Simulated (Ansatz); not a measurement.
## A computed series for CaTiO3: element substitutions

The parent structure is CaTiO3 in the cubic perovskite structure (space group Pm-3m, No. 221; a = 3.8414 Å; a model cell).

Each row replaces one element on all its sites; cell and atoms are relaxed.

Calculations: PBEsol, PAW, 420 eV (Ansatz, a first-principles code; no spin-orbit coupling), earlier PAW set.

| change | band gap | lattice parameter a |
|---|---|---|
| base | 1.89 eV | 7.259 bohr |
| O → Se | zero | 9.298 bohr |
| Ca → Sr | [?] | [?] |
| Ca → Be | zero | 7.124 bohr |

Question: Complete the table.

Answer: 
- Ca → Sr, band gap: 1.86 eV
- Ca → Sr, lattice parameter a: 7.354 bohr

The mesh was chosen for an insulator and is coarse for the gapless case. Stability against distortions was not tested. As relaxed here, CaTiSe3 and TiBeO3 are hypothetical phases, not in the database extracts checked. No Hubbard U is applied, and correlation can decide whether such a compound is a metal. All final runs are without spin polarisation. Many cubic perovskites are stable only at high temperature; tilts and polar distortions were not tested. CaTiSe3 has a high density of states at the Fermi level and may be magnetic at this level. A zero or small gap of TiBeO3 can be the functional's error rather than a property of the material.
